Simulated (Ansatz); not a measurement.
The cell is built on a prototype and need not be the phase stable at ambient conditions.

By PBEsol, the system below comes out a metal.

A figure of merit of an interconnect metal is its ballistic conductance per area.

```yaml
crystal:
  lattice:
    - [3.06993, 0.00000, 0.00000]
    - [0.00000, 4.34154, 0.00000]
    - [0.00000, 2.17077, 2.17077]
  atoms:
    - { symbol: Sn, position: [0.00000, 0.00000, 0.00000] }
    - { symbol: C, position: [0.50000, 0.50000, 0.00000] }
```

Space group of this cell: Pm-3m, CsCl type. The cell was relaxed by PBE-D3(BJ); by PBEsol its mean pressure is -1.3 GPa.

The current flows along the normal of the first two printed cell vectors. No spin-orbit coupling; the value is a mean over 0.1 eV about the Fermi level.

Predict the ballistic conductance per area from Ansatz (a program for electronic structure) with PBEsol.

1.6 × 10¹⁵ S/m² for both spins.
